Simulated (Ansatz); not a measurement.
Nb (Im-3m): resistivity and electron-phonon coupling

```
Nb
1.0
   -1.62358     1.62358     1.62358
    1.62358    -1.62358     1.62358
    1.62358     1.62358    -1.62358
Nb
1
Direct
  0.00000   0.00000   0.00000
```

Computed with LDA, DFPT electron-phonon coupling, linearised Boltzmann equation (plane waves, PAW, scalar-relativistic; Ansatz, a quantum-chemistry and plane-wave program). Condition of this run: functional LDA. Geometry: relaxed with this functional, without spin-orbit coupling.

```
Quantity                                                                                                                Result
--------------------------------------------------------------------------------------------------  --------------------------
resistivity at 300 K                                                                                                16.6 μΩ·cm
resistivity at 77 K                                                                                                  2.7 μΩ·cm
electron mean free path at 300 K (weighted by the current that each state carries)                                      2.6 nm
resistivity times mean free path for one path shared by all states (from the Fermi surface's area)             3.8 ×10⁻¹⁶ Ω·m²
electron-phonon coupling λ                                                                                                1.46
transport coupling λ_tr                                                                                                   1.34
logarithmic mean phonon energy                                                                                        12.2 meV
density of states at the Fermi level                                                                0.69 states/(eV·spin·cell)
Drude plasma energy                                                                                                     9.6 eV
Hall coefficient at 300 K                                                                                      7.1 ×10⁻¹¹ m³/C
Tc for μ* = 0.10 (anisotropic Eliashberg)                                                                               17.9 K
Tc for μ* = 0.13 (anisotropic Eliashberg)                                                                               15.7 K
```

A metal at this level (no band gap). Only scattering by harmonic phonons is included (no impurities, grain boundaries, electron-electron scattering or thermal expansion). Spin-orbit coupling is left out. For metals of groups 4 to 10, Tc at these values of μ* can lie well above the measured one. Phonons are Fourier-interpolated between the q points, which in tests on eleven metals of one or two atoms moved the resistivity by up to 6 %, λ by up to 7 % and the logarithmic mean phonon energy by up to 14 %. The run warned that the eigensolver left some states short of its tolerance. Halving the electron mesh (36x36x36) moves the resistivity by up to 2 % at 300 K, the mean free path by up to 4 %, the coupling by up to 3 %, Tc by up to 3 %. Smearing 0.20 eV; phonons on a 6x6x6 q mesh, which this run doesn't test and which matters most at low temperature. Tc comes from the anisotropic Migdal-Eliashberg equations with μ*, a chosen number, referred to 15.8 meV.
